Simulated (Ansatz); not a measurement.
SnC (model structure, started from the zincblende type, F-43m, No. 216, 2 atoms in the cell) was calculated with PBEsol (PAW; Ansatz, an electronic-structure program).

Run with plane-wave cutoff 520 eV, 12×12×12 k mesh, Fermi–Dirac smearing 0.01 eV, scalar-relativistic PAW data made under PBE.

Cell (relaxed at this level):

Space group F-43m (No. 216); a = 5.034 Å, b = 5.034 Å, c = 5.034 Å, α = 90.00°, β = 90.00°, γ = 90.00°

```
atom  site  symmetry       x       y       z
----  ----  --------  ------  ------  ------
C       4c      -43m  0.2500  0.2500  0.2500
Sn      4a      -43m  0.0000  0.0000  0.0000
```
(The calculation used a cell of 2 atoms; values per cell refer to that cell.)

Predict the band gap.


- band gap: 0.78 eV

Note: the relaxation could raise the start's symmetry but not lower it, so the cell can be a saddle point.

Spin–orbit coupling is not included.

The computed numbers hold no vibrational or temperature effects.

A model structure was made by putting elements into a prototype or built by hand; it is no filed structure, need not be a known phase, and can be a saddle point held by its symmetry.
